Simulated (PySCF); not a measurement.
PySCF 2.14.0, BP86/def2-tzvp, df: Ti(F)3 ([F][Ti+]([F])[F]), charge +1, multiplicity 1, 4 atoms. The geometry is a generated start, not checked to be a minimum at this level.

| Item | Result |
|---|---|
| task | energy |
| method | bp86 |
| basis | def2-tzvp |
| two-electron scheme | density fitting |
| mol.max_memory | 3000 MB |
| mf.max_cycle | 100 |
| mf.init_guess | minao (default) |
| mf.DIIS | CDIIS (default) |
| mf.diis_space | 8 (default) |
| mf.conv_tol | 1e-09 (default) |
| mf.grids.level | 3 (default) |
| basis functions | 138 |
| grid points | 63696 |

```xyz
4

Ti    -0.1063     0.1651     0.4167
F     -1.2547    -0.9047    -0.1827
F      0.0035     1.3942    -0.7222
F      1.3575    -0.6545     0.4882
```

Charge 1 and multiplicity 1 are set for this test and not shown to be the ground state.

One run each on 2 threads, 1 BLAS thread. Values of level_shift (Hartree) tried: 0 (default), 0.1, 0.3, 1.

How does the count of Fock builds change with level_shift (Hartree), and where is it least?

Fewest Fock builds: 0 (default) with 15. The count rises to 46 at 1. All converge to one solution.

```
level_shift (Hartree)  Fock builds            end
---------------------  -----------  -------------
0 (default)                     15  same solution
0.1                             19  same solution
0.3                             23  same solution
1                               46  same solution
```
